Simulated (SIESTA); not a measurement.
A self-consistent single point of SrBi3 (Pm-3m, 4 atoms in the cell) with SIESTA

Level of theory: GGA PBEsol, numerical atomic orbitals DZP, PseudoDojo PBEsol standard norm-conserving potentials (rewritten from UPF to PSML) (SIESTA).

The input file:

```
# files in the folder: Sr.psml Bi.psml (PseudoDojo PBEsol standard)
SystemName  SrBi3
SystemLabel srbi3

NumberOfAtoms                4
NumberOfSpecies              2
%block ChemicalSpeciesLabel
  1 38 Sr
  2 83 Bi
%endblock ChemicalSpeciesLabel
LatticeConstant              1.0 Ang
%block LatticeVectors
     5.049694000    0.000000000    0.000000000
     0.000000000    5.049694000    0.000000000
     0.000000000    0.000000000    5.049694000
%endblock LatticeVectors
AtomicCoordinatesFormat      Bohr
%block AtomicCoordinatesAndAtomicSpecies
     0.000000000    0.000000000    0.000000000  1
     4.771269337    4.771269337    0.000000000  2
     0.000000000    4.771269337    4.771269337  2
     4.771269337    0.000000000    4.771269337  2
%endblock AtomicCoordinatesAndAtomicSpecies

XC.functional                GGA
XC.authors                   PBEsol
PAO.BasisSize                DZP
PAO.EnergyShift              0.01 Ry
MeshCutoff                   400 Ry
%block kgrid.MonkhorstPack
    5   0   0  0.0
    0   5   0  0.0
    0   0   5  0.0
%endblock kgrid.MonkhorstPack
OccupationFunction           MP
OccupationMPOrder            0
ElectronicTemperature        1160.45 K

MaxSCFIterations             150
SCF.Mixer.Method             Broyden
SCF.Mixer.Weight             0.1
SCF.Mixer.History            6
SCF.DM.Tolerance             1.0E-05
Diag.ParallelOverK           true
WriteForces                  true
Charge.Mulliken              end
```

Output (repeated stretches shortened):

```
reinit: Reading from file input.fdf

reinit: System Name: SrBi3
reinit: System Label: srbi3

coor:   Atomic-coordinates input format  =     Cartesian coordinates
coor:                                            (in Bohr units)

siesta: Atomic coordinates (Bohr) and species
siesta:      0.00000   0.00000   0.00000  1        1
siesta:      4.77127   4.77127   0.00000  2        2
siesta:      0.00000   4.77127   4.77127  2        3
siesta:      4.77127   0.00000   4.77127  2        4

siesta: System type = bulk

initatomlists: Number of atoms, orbitals, and projectors:      4    63   114

siesta: ******************** Simulation parameters ****************************
redata: Spin configuration                          = none
redata: Time-Reversal Symmetry                      = T
redata: Number of Atomic Species                    =        2
redata: Mesh Cutoff                                 =   400.0000 Ry
redata: Net charge of the system                    =     0.0000 |e|
redata: Min. number of SCF Iter                     =        0
redata: Max. number of SCF Iter                     =      150
redata: SCF convergence failure will abort job
redata: SCF mix quantity                            = Hamiltonian
redata: Mix DM or H after convergence               =   F
redata: Recompute H after scf cycle                 =   F
redata: Mix DM in first SCF step                    =   T
redata: No kicks to SCF
redata: DM Mixing Weight for Kicks                  =     0.5000
redata: Require Harris convergence for SCF          =   F
redata: Harris energy tolerance for SCF             =     0.000100 eV
redata: Require DM convergence for SCF              =   T
redata: DM tolerance for SCF                        =     0.000010
redata: Require EDM convergence for SCF             =   F
redata: EDM tolerance for SCF                       =     0.001000 eV
redata: Require H convergence for SCF               =   T
   [... lines left out ...]
diag: Used triangular part                          = Lower
diag: Absolute tolerance                            =  0.100E-15
diag: Orthogonalization factor                      =  0.100E-05
diag: Memory factor                                 =  1.0000

superc: Internal auxiliary supercell:     5 x     5 x     5  =     125
superc: Number of atoms, orbitals, and projectors:    500   7875  14250

                        Single-point calculation

superc: Internal auxiliary supercell:     5 x     5 x     5  =     125
superc: Number of atoms, orbitals, and projectors:    500   7875  14250

outcell: Unit cell vectors (Ang):
        5.049694    0.000000    0.000000
        0.000000    5.049694    0.000000
        0.000000    0.000000    5.049694

outcell: Cell vector modules (Ang)   :    5.049694    5.049694    5.049694
outcell: Cell angles (23,13,12) (deg):     90.0000     90.0000     90.0000
outcell: Cell volume (Ang**3)        :    128.7642
new_DM -- step:     1
Initializing Density Matrix...

Attempting to read DM from file... Failed...
DM filled with atomic data:

InitMesh: MESH = 64 x 64 x 64 = 262144
InitMesh: Mesh cutoff (required, used) =   400.000   443.948 Ry

stepf: Methfessel-Paxton step function
       Using Hermite-Gauss polynomials of order  0
        iscf     Eharris(eV)        E_KS(eV)     FreeEng(eV)     dDmax    Ef(eV) dHmax(eV)
   scf:    1    -7594.879249    -7595.547069    -7595.557577  1.845215 -3.266931  2.722764
   scf:    2    -7595.803905    -7595.676908    -7595.687542  0.022655 -3.296003  2.331411
   scf:    3    -7596.295653    -7596.031965    -7596.043861  0.130114 -3.463894  0.329023
   scf:    4    -7596.033551    -7596.032800    -7596.044881  0.005035 -3.463418  0.222697
   scf:    5    -7596.033422    -7596.033312    -7596.045899  0.016291 -3.447114  0.009461
   scf:    6    -7596.033400    -7596.033356    -7596.045913  0.000365 -3.446234  0.007157
   [... 10 lines left out ...]
   scf:   17    -7596.033514    -7596.033514    -7596.045938  0.000017 -3.444742  0.000378
   scf:   18    -7596.033513    -7596.033514    -7596.045938  0.000015 -3.444743  0.000332
   scf:   19    -7596.033513    -7596.033513    -7596.045938  0.000013 -3.444744  0.000293
   scf:   20    -7596.033513    -7596.033513    -7596.045938  0.000011 -3.444745  0.000258
   scf:   21    -7596.033513    -7596.033513    -7596.045938  0.000010 -3.444747  0.000228
SCF Convergence by DM+H criterion
max |DM_out - DM_in|         :     0.0000097448
max |H_out - H_in|      (eV) :     0.0002276313
SCF cycle converged after 21 iterations

Using DM_out to compute the final energy and forces

siesta: E_KS(eV) =            -7596.0335

siesta: E_KS - E_eggbox =     -7596.0335

siesta: Atomic forces (eV/Ang):
     1    0.000000    0.000000    0.000000
     2    0.000000    0.000000   -0.000000
     3   -0.000000    0.000000   -0.000000
     4    0.000000   -0.000000   -0.000000
   Tot    0.000000    0.000000   -0.000000
   Max    0.000000
   Res    0.000000    sqrt( Sum f_i^2 / 3N )
   Max    0.000000    constrained

Stress tensor Voigt[x,y,z,yz,xz,xy] (kbar):        6.90        6.90        6.90        0.00        0.00        0.00
(Free)E + p*V (eV/cell)    -7596.6003
Target enthalpy (eV/cell)    -7596.0459

siesta: Program's energy decomposition (eV):
siesta: Ebs     =     -1151.248307
siesta: Eions   =      8989.108440
siesta: Ena     =       978.889057
siesta: Ekin    =      3417.988678
siesta: Enl     =     -1100.039215
siesta: Eso     =         0.000000
siesta: Edftu   =         0.000000
siesta: DEna    =        51.355708
siesta: DUscf   =         1.208568
siesta: DUext   =         0.000000
siesta: Ex      =     -1819.984577
siesta: Ec      =      -136.343292
siesta: Exc     =     -1956.327869
siesta: Eharris =     -7596.033513
siesta: Etot    =     -7596.033513
siesta: FreeEng =     -7596.045938

siesta: Stress tensor (static) (eV/Ang**3):
siesta:     0.004306    0.000000    0.000000
siesta:     0.000000    0.004306    0.000000
siesta:     0.000000    0.000000    0.004306

siesta: Cell volume =        128.764215 Ang**3

siesta: Pressure (static):
siesta:                Solid            Molecule  Units
siesta:          -0.00004689         -0.00004689  Ry/Bohr**3
siesta:          -0.00430563         -0.00430563  eV/Ang**3
siesta:          -6.89837804         -6.89837794  kBar

mulliken: Atomic and Orbital Populations:

Species: Sr
Atom  Qatom  Qorb
               4s      5s      5s      4py     4pz     4px     5py     5pz
               5px
   1  9.173   1.990   0.462   0.062   1.941   1.941   1.941   0.279   0.279
              0.279

Species: Bi
Atom  Qatom  Qorb
               6s      6s      6py     6pz     6px     6py     6pz     6px
               5dxy    5dyz    5dz2    5dxz    5dx2-y2 6dxy    6dyz    6dz2
               6dxz    6dx2-y2
   2 15.276   1.673   0.106   1.437   0.772   1.437  -0.244   0.078  -0.244
              2.004   2.008   2.004   2.008   2.003   0.035   0.060   0.043

              0.060   0.036
   3 15.276   1.673   0.106   1.437   1.437   0.772  -0.244  -0.244   0.078
              2.008   2.004   2.003   2.008   2.004   0.060   0.035   0.038

              0.060   0.041
   4 15.276   1.673   0.106   0.772   1.437   1.437   0.078  -0.244  -0.244
              2.008   2.008   2.003   2.004   2.004   0.060   0.060   0.038

              0.035   0.041

mulliken: Qtot =       55.000

Mulliken Atomic Populations:
Atom #   charge [q] valence [e]  Species
     1     0.827191    9.172809  Sr
     2    -0.275730   15.275730  Bi
     3    -0.275730   15.275730  Bi
     4    -0.275730   15.275730  Bi
 Total    -0.000000
```

The run converged in 21 iterations.

The starting cell comes from a database of computed structures (which also holds hypothetical and non-ambient phases and stackings), without a prior relaxation at this level. Its lattice was rescaled by a random factor within 2.5 % of one. Values carry the incompleteness of an atom-centred basis.

Cost on one core of a shared machine: roughly 40 s.
